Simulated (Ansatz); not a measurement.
An Ansatz (a first-principles code) run: SrTiO3 with a change (holes 2.0×10^21 cm⁻³); Ansatz r2SCAN, scalar-relativistic without spin-orbit coupling, earlier PAW set.

Input:

Ansatz 0.2 input:
```yaml
crystal:
  lattice:
    - [3.9075260593, 0, 0]
    - [0, 3.9075260593, 0]
    - [0, 0, 3.9075260593]
  atoms:
    - { symbol: Sr, position: [0, 0, 0] }
    - { symbol: Ti, position: [0.5, 0.5, 0.5] }
    - { symbol: O, position: [0, 0.5, 0.5] }
    - { symbol: O, position: [0.5, 0.5, 0] }
    - { symbol: O, position: [0.5, 0, 0.5] }
basis: { ecutwfc: 500, ecutrho_ratio: 4, xc_grid: 4, fft_grid_basis: typed }
kpoints: { mp_grid: { grid: [12, 12, 12] } }
hamiltonian:
  xc: r2scan
  dispersion: none
  pseudopotentials: { azcp: { folder: ./paw }, kind: paw }
total_charge: 0.119326
scf: { occupations: { method: fermi_dirac, width: 0.0259 }, convergence: { dr2_threshold: 0.0000000005 } }
relax: { f_tol: 0.005, max_steps: 30 }
output: { forces: true, stress: true }
checkpoint: { write: state.ck, write_every: 1000 }
```

Output (explanatory and most iteration lines left out):

```
Relaxation: its limit of steps is 30 (relax.max_steps)
Pseudopotential: Sr, paw, valence charge 10
Pseudopotential: Ti, paw, valence charge 12
Pseudopotential: O, paw, valence charge 6
Crystal: 5 atoms, lattice volume = 59.663 Å³
Basis set: ecut = 500 eV, 1503 PW (Γ), exchange–correlation on 120×120×120 points (64 copies of the dense FFT grid, shifted against one another)
Bands: 25, of which v1, the nominal top of the filled ones, is band 20 counted from 1 (19 counted from 0)
Symmetry: 48 space group operations
Space group: Pm-3m (ITA 221), of the structure as read, at distance tolerance 3.9e-5 Å
k-points: 84 of 1728
Functional: x = r2scan, c = r2scan; τ floored in thin density (d = 2e-4 eV/Å³)
SCF iter   1: F=—  HF=-7775.549900 eV  |F-HF|=—  |Δ(HF+E_count)|=         —  Δρ=5.55e-2  dr2=1.84e0  dr2_τ=3.17e-1  ethr=3.10e-3  ⟨swp⟩=7.5  Hψ=10832  notcnv=0
SCF iter   2: F=—  HF=-7775.860992 eV  |F-HF|=—  |Δ(HF+E_count)|=   3.11e-1  Δρ=3.26e-2  dr2=5.56e-1  dr2_τ=3.23e-2  ethr=3.10e-3  ⟨swp⟩=3.0  Hψ=4622  notcnv=0  defer=84
SCF 1 converged in 11 iterations: F = -7775.874237 eV  dr2 = 1.70e-10
relax step   1: F+E_penalty+E_count = -7775.87423668 eV  Δ(F+E_penalty+E_count) = +0.000e0 eV  max|allowed force component| = 2.498e-29 eV/Å  Δτ_max = 0.0000 Å  (11 SCF iters, accepted)
Crystal: 5 atoms, lattice volume = 59.663 Å³
SCF iter   1: F=—  HF=-7775.874237 eV  |F-HF|=—  |Δ(HF+E_count)|=         —  Δρ=5.61e-7  dr2=1.70e-10  dr2_τ=1.25e-11  ethr=1.00e-12  ⟨swp⟩=2.4  Hψ=11232  notcnv=0  defer=84
SCF iter   2: F=-7775.874237 eV  HF=-7775.874237 eV  |F-HF|=5.46e-12  |Δ(HF+E_count)|=  2.36e-11  Δρ=1.88e-7  dr2=1.86e-11  dr2_τ=4.83e-12  ethr=1.00e-12  ⟨swp⟩=4.2  Hψ=6540  notcnv=0
SCF 2 converged in 2 iterations: F = -7775.874237 eV  dr2 = 1.86e-11
SCF converged after 2 iterations
Free energy (F): -7775.874237 eV
Internal energy: -7775.870149 eV  (E = F + TS)
E sigma→0 (E₀):  -7775.872193 eV
Entropy (-TS):   -0.004088 eV (-0.818 meV/atom)
Fermi energy:    9.435215 eV
--- Forces (eV/Å), atoms counted from 1 ---
  atom   1  Sr     0.00000000    -0.00000000     0.00000000
  atom   2  Ti     0.00000000    -0.00000000    -0.00000000
  atom   3  O      0.00000000    -0.00000000    -0.00000000
  atom   4  O      0.00000000     0.00000000     0.00000000
  atom   5  O      0.00000000     0.00000000    -0.00000000
--- Stress (GPa, compression-positive) ---
        2.154499       0.000000       0.000000
        0.000000       2.154499       0.000000
        0.000000       0.000000       2.154499
  P = ⅓ Tr σ = 2.1545 GPa (21.545 kbar)
--- Relaxed structure (1 steps of the walk, 1 accepted, 0 SCFs on fresh bases) ---
  atoms:
    - { symbol: Sr, position: [0.0, 0.0, 0.0] }
    - { symbol: Ti, position: [0.5, 0.5, 0.5] }
    - { symbol: O, position: [0.0, 0.5, 0.5] }
    - { symbol: O, position: [0.5, 0.5, 0.0] }
    - { symbol: O, position: [0.5, 0.0, 0.5] }
```

Carriers are added with a uniform compensating background; total energy and stress of such cells depend on the potential's zero and are not compared; many-body gap narrowing is missing at this level. No phonon test of stability was made. All final runs are without spin polarisation. The cell was made from SrTiO₃ in the cubic perovskite structure (space group Pm-3m, No. 221) by this change: holes 2.0×10^21 cm⁻³. Many cubic perovskites are stable only at high temperature; tilts and polar distortions were not tested.
